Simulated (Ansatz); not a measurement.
Reference: Si (Fd-3m), PBEsol with spin-orbit coupling, rigid bands (plane waves, PAW; Ansatz, a program for electronic structure); axes and stresses refer to this cell.

```yaml
crystal:
  lattice:
    - [0.00000, 2.71691, 2.71691]
    - [2.71691, 0.00000, 2.71691]
    - [2.71691, 2.71691, 0.00000]
  atoms:
    - { symbol: Si, position: [0.25000, 0.25000, 0.25000] }
    - { symbol: Si, position: [0.00000, 0.00000, 0.00000] }
```

band gap: 0.45 eV
hole conductivity mass: 0.35 mₑ
Seebeck coefficient, n-type 1e19 cm⁻³: -309 μV/K

### Question
Change: biaxial stress xx = yy = 2 GPa (compression positive). What happens to band gap, hole conductivity mass, Seebeck coefficient, n-type 1e19 cm⁻³?

### Answer
band gap decreases to 0.31 eV; hole conductivity mass shrinks to 0.31 mₑ; Seebeck coefficient, n-type 1e19 cm⁻³ drops in size to -275 μV/K.

### Question
Change: uniaxial stress zz = -1 GPa (compression positive). What happens to band gap, hole conductivity mass, Seebeck coefficient, n-type 1e19 cm⁻³?

### Answer
band gap shrinks to 0.40 eV; hole conductivity mass falls to 0.34 mₑ; Seebeck coefficient, n-type 1e19 cm⁻³ drops in size to -282 μV/K.

### Question
Change: uniaxial stress zz = -2 GPa (compression positive). What happens to band gap, hole conductivity mass, Seebeck coefficient, n-type 1e19 cm⁻³?

### Answer
band gap shrinks to 0.35 eV; hole conductivity mass falls to 0.31 mₑ; Seebeck coefficient, n-type 1e19 cm⁻³ drops in size to -275 μV/K.

Masses are for dilute carriers at 300 K, harmonic means over directions unless an axis is named. Seebeck coefficients are for the stated density at 300 K, with one relaxation time for all states and whether or not that doping can be reached. Stresses and pressures are the targets of the relaxation.  The structure type is held under load, also where the real crystal would transform.
